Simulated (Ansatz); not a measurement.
A short convergence ladder for Ir (Fm-3m, 1 atom in the cell)

```
Ir
1.0
    0.00000     1.91040     1.91040
    1.91040     0.00000     1.91040
    1.91040     1.91040     0.00000
Ir
1
Direct
  0.00000   0.00000   0.00000
```

Base method: PBE (plane waves, PAW; Ansatz, a first-principles code).

Base settings: basis.ecutwfc = 420 eV; kpoints.mp_grid.grid = 15 15 15; hamiltonian.xc = pbe; hamiltonian.pseudopotentials = {kind: paw} (the program's default PAW files); scf.occupations.method = gaussian; scf.occupations.width = 0.1 eV.

Core times come from one kind of shared machine, to one figure; runs under 30 s give none.

**The q mesh of the phonons**

In this ladder: kpoints.mp_grid.grid = 12 12 12; phonons.method = dfpt.

Only quantities that move along the ladder and can be compared are tabulated.

Thermal sums run over frequencies interpolated from this q mesh.

```tsv
phonons.qmesh	zero-point energy (meV/atom)	vibrational free energy at 300 K (meV/atom)	core time / last (rough)
2 2 2	28.42	-25.08	–
3 3 3	28.25	-25.25	0.1
4 4 4	29.69	-21.20	0.3
6 6 6	29.72	-20.60	1
```

Coarsest phonons.qmesh that holds the vibrational free energy at 300 K within 2 meV/atom of the last step, with all finer ones: 4 4 4, at about 0.3 of the last step's time; the step before is off by 4.6 meV/atom.

Coarsest phonons.qmesh that holds the zero-point energy within 0.2 meV/atom of the last step, with all finer ones: 4 4 4, at about 0.3 of the last step's time; the step before is off by 1.5 meV/atom.

On the base run: the starting cell has typed, rounded lattice constants, without a prior relaxation at this level. Its lattice was rescaled by up to half a per cent. Spin polarisation is off. In the base run, with a pressure of about 15 GPa the cell is away from its equilibrium volume at this level.

Keys are those of Ansatz 0.2.
